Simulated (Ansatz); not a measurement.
## Li vacancy + 1 H in rock-salt LiF

Calculation: PBE, PAW (plane waves to 420 eV; Ansatz, a program for electronic structure). The supercell holds 64 host sites (2×2×2 repeats of the unit cell), with a 2×2×2 shifted k-point sampling for the final energies. Sites at the start: the Li site; 1 H on the vacancy's neighbours. Energies of charged states are corrected for periodic images (point charge plus alignment at distant sites). Dielectric constants: PBE linear response of the host. Host gap at this level: 8.83 eV. Finite-size and sampling errors can reach tenths of an eV here. Levels are measured in PBE's own, too narrow, gap. Spin–orbit coupling is left out. Each state is the lowest found from its start.

Formation energies E_f are given with the Fermi level at the valence-band maximum. Chemical conditions: F-rich (Δμ(Li) = -5.89 eV, Δμ(H) = -2.74 eV, bounded by HF molecule; only phases computed here count, gases as isolated molecules at 0 K); Li-rich (Δμ(Li) = 0.00 eV, Δμ(H) = -0.83 eV, bounded by LiH (Fm-3m); only phases computed here count, gases as isolated molecules at 0 K). Reference phases: H: H2 molecule in a box, Li: bcc Li.

| charge | moment (μB) | point group | largest move off a lattice site (Å) | image correction with alignment (eV) | E_f, F-rich (eV) | E_f, Li-rich (eV) |
|---|---|---|---|---|---|---|
| +1* | 1.0 | – | 0.33 | – | – | – |
| 0 | not spin-polarised | near C2v | 0.32 | 0.00 | 0.32 | 4.30 |
| −1 | 1.0 | near Oh | 0.18 | 0.27 | 6.55 | 10.53 |

* At this level the carrier isn't localised at the defect: at charge +1 holes occupy the valence band. Such a state is shallow or no state of the defect, and this cell gives it no level.

Point groups are those of the whole cell at tolerances of 0.03 and 0.1 Å ("near" where only the looser one holds); none is given for unsettled states.

Transition levels above the valence-band maximum: ε(0/−1) = 6.23 eV. On the lower envelope of the bound states, inside the gap: (0/−1) at 6.23 eV.

Flagged in the runs: a strain field that reaches the edge of the cell.
